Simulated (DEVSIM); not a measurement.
Device: abrupt Si n-p junction, at 300 K.

```csv
layer (left to right),material,thickness (μm),Nd (cm⁻³),Na (cm⁻³),τn (s),τp (s)
1,Si,23.0,1.2e15,-,7.9e-5,7.9e-5
2,Si,40.0,-,4.8e17,7.9e-5,7.9e-5
```

Left contact: ohmic. Right contact: ohmic. Voltage is applied to the left contact. Recombination: SRH at mid-gap. Gap narrowing is on: ΔEg = 6.92 meV × (l + √(l² + 0.5)), l = ln(N/1.3e17 cm⁻³), shared equally by both band edges. Mobility is constant in doping.

This is a model device: material constants are rounded textbook-type values typed into the input, and sizes, dopings and lifetimes were drawn at random. Values at 300 K.

```csv
parameter,Si
gap (eV),1.124
affinity (eV),4.05
permittivity,11.7
Nc (cm⁻³),2.86e19
Nv (cm⁻³),3.1e19
μn (cm²/Vs),1417
μp (cm²/Vs),470
```

DEVSIM, 1D drift-diffusion, Boltzmann statistics, complete ionisation; no tunnelling, impact ionisation, image-force lowering or self-heating.

**Question.** Tabulate band edges, carrier densities and field at 2.0 V on the left contact.

**Answer.** Energies count from the Fermi level of the right contact; mesh points crowd at the junctions.

```csv
x (μm),Ec (eV),Ev (eV),n (cm⁻³),p (cm⁻³),field (V/cm)
0.000,-1.739,-2.863,1.2e15,98000,≈ 0
0.05120,-1.739,-2.863,1.2e15,98000,≈ 0
0.2020,-1.739,-2.863,1.2e15,97000,≈ 0
0.6831,-1.739,-2.863,1.2e15,95000,≈ 0
3.041,-1.739,-2.863,1.2e15,84000,≈ 0
9.564,-1.739,-2.863,1.2e15,54000,≈ 0
18.51,-1.739,-2.863,1.2e15,13000,≈ 0
21.98,-1.282,-2.405,2.5e7,300,13000
22.69,0.082,-1.041,< 1e2,640,26000
22.91,0.702,-0.422,< 1e2,2.5e12,30000
22.99,0.935,-0.189,< 1e2,2.1e16,34000
23.05,0.997,-0.108,< 1e2,4.8e17,18
23.19,0.997,-0.108,< 1e2,4.8e17,≈ 0
23.66,0.997,-0.108,< 1e2,4.8e17,≈ 0
26.05,0.997,-0.108,< 1e2,4.8e17,≈ 0
32.22,0.997,-0.108,120,4.8e17,≈ 0
49.15,0.997,-0.108,330,4.8e17,≈ 0
58.41,0.997,-0.108,450,4.8e17,≈ 0
62.00,0.997,-0.108,500,4.8e17,≈ 0
62.70,0.997,-0.108,510,4.8e17,≈ 0
62.92,0.997,-0.108,510,4.8e17,≈ 0
63.00,0.997,-0.108,510,4.8e17,≈ 0
```
